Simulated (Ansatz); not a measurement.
SnO₂ in the rutile structure (space group P4_2/mnm, No. 136)

```cif
data_O4Sn2
_chemical_formula_sum 'Sn2 O4'
_space_group_name_H-M_alt 'P42/mnm'
_space_group_IT_number 136
_space_group_name_Hall '-P 4n 2n'
_cell_length_a 4.82757
_cell_length_b 4.82757
_cell_length_c 3.23813
_cell_angle_alpha 90.000
_cell_angle_beta 90.000
_cell_angle_gamma 90.000
loop_
_atom_site_label
_atom_site_type_symbol
_atom_site_symmetry_multiplicity
_atom_site_Wyckoff_symbol
_atom_site_fract_x
_atom_site_fract_y
_atom_site_fract_z
_atom_site_occupancy
Sn1 Sn 2 a 0.00000 0.00000 0.00000 1
O1 O 4 f 0.30658 0.30658 0.00000 1
```

Level of theory: PBE (Ansatz, a program for electronic structure; PAW; 420 eV plane waves; no spin-orbit coupling). Γ-centred 7×7×10 mesh, Fermi–Dirac width 0.05 eV.

```json
{
  "volume_per_atom": "12.58 Å³",
  "density": "6.63 g/cm³",
  "band_gap": "0.68 eV, direct at Γ",
  "electron_mass": "0.16 mₑ along c, 0.17 mₑ across",
  "Lowest conduction-band minima above the VBM": "Γ 0.68 eV",
  "total_energy": "-2386.328 eV/atom (σ→0; compares only within this code and set-up)"
}
```

Effective masses come from finite differences of ±0.01 Å⁻¹. Whether these cells are dynamically stable was not tested.
